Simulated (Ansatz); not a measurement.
Start from LiNbO₃ (space group R3c, No. 161; a = 5.137 Å, c = 13.885 Å (hexagonal axes)).

Computed with r2SCAN (Ansatz, a first-principles code), scalar-relativistic without spin-orbit coupling.

Before the change:

The pressure is 0.00 GPa.

Now apply this change: every lattice vector is shortened by 3.45 %, atoms relaxed at fixed cell.

Problem. What does the calculation give for the largest internal atomic displacement, energy relative to the base and pressure after the change?

Solution. The largest internal atomic displacement amounts to 0.095 Å; the energy increases by 47 meV/atom; the pressure (mean of the normal stresses, compression positive) goes from zero to 15.74 GPa.

The cells carry an imposed strain or load. No phonon test of stability was made.
